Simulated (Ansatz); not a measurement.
System: Sn-vacancy pair (Sn on one host Ru site, one Ru site vacant) in hcp Ru (neutral cell). Computed with PBE, PAW (plane waves to 420 eV; Ansatz, a first-principles code).

Settings: 36 host sites, the relaxed PBE lattice, a 2×2×2 k-point mesh shifted by half a step along c, smearing 0.10 eV, spin-restricted, no image-charge correction. No zero-point or tunnelling terms. Forms of the defect that were not tried may lie lower.

Barriers: single points on a 4×4×4 k-point mesh shifted by half a step along c at the bands' geometries.

The step: Sn and the vacancy change places (Sn-vacancy distance between ideal sites 2.66 Å throughout); the atom moves 2.29 Å along (-0.58, -0.29, 0.43) of the unit cell; the moving atom starts with neighbours 2 Ru at 2.67, 2 Ru at 2.71, 2 Ru at 2.78, Ru at 2.79, 4 Ru at 2.86 Å and ends with 2 Ru at 2.67, 2 Ru at 2.71, 2 Ru at 2.78, Ru at 2.79, 4 Ru at 2.86 Å.

Problem. Give the migration barrier of this step at the level PBE, PAW.

Solution. 0.73 eV, the same both ways. At the saddle the moving atom has neighbours 4 Ru at 2.53, 4 Ru at 3.05 Å. The program found a first-order saddle point.
